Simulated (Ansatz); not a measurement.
Take MoTe₂ (space group Fm-3m, No. 225; a = 6.645 Å; a hypothetical phase, not in the database extracts checked; relaxed with 0.1 eV smearing) as the base. Axes: x, y, z lie along the cube axes.

Structures relaxed with r2SCAN (Ansatz, a quantum-chemistry and plane-wave program; PAW; 500 eV plane waves; scalar-relativistic without spin-orbit coupling).

Base:

Simulated powder pattern, Cu Kα1, λ = 1.54056 Å (kinematic, ideal powder, no thermal factors, no anomalous dispersion; the 10 strongest lines at most, above 2 %, up to 2θ = 90°):

```json
[
 {"2θ (°)": "23.17", "I/Imax (%)": "21", "hkl": "(111)"},
 {"2θ (°)": "26.81", "I/Imax (%)": "24", "hkl": "(200)"},
 {"2θ (°)": "38.28", "I/Imax (%)": "100", "hkl": "(220)"},
 {"2θ (°)": "45.22", "I/Imax (%)": "10.0", "hkl": "(311)"},
 {"2θ (°)": "47.35", "I/Imax (%)": "6.7", "hkl": "(222)"},
 {"2θ (°)": "55.25", "I/Imax (%)": "17", "hkl": "(400)"},
 {"2θ (°)": "62.45", "I/Imax (%)": "8.8", "hkl": "(420)"},
 {"2θ (°)": "69.21", "I/Imax (%)": "34", "hkl": "(422)"},
 {"2θ (°)": "81.96", "I/Imax (%)": "11", "hkl": "(440)"},
 {"2θ (°)": "88.14", "I/Imax (%)": "4.4", "hkl": "(442)"}
]
```

After one change:

Simulated powder pattern, Cu Kα1, λ = 1.54056 Å (kinematic, ideal powder, no thermal factors, no anomalous dispersion; the 10 strongest lines at most, above 2 %, up to 2θ = 90°):

```
2θ (°)  I/Imax (%)
------  ----------
22.78           25
24.14           14
26.76           44
37.32          100
39.08           87
44.95           15
55.14           31
67.32           17
68.49           32
71.94           13
```

Q: Which change produced these results?
(A) strain tensor (xx, yy, zz, yz, xz, xy) = (+1.39, +0.93, −1.31, +0.83, +0.06, −1.25) %
(B) tensor shear ε_yz = −1.99 %
(C) biaxial strain −0.74 %, plane normal [001], relaxed out of plane
(D) biaxial strain +2.47 %, plane normal [111], relaxed out of plane

A: D, biaxial strain +2.47 %, plane normal [111], relaxed out of plane. Its volume per atom is 24.65 Å³ against 24.45 Å³, and its space group is R-3m (No. 166).

Stability against distortions was not tested. The final runs are not spin-polarised. MoTe2 has a high density of states at the Fermi level and may be magnetic at this level.
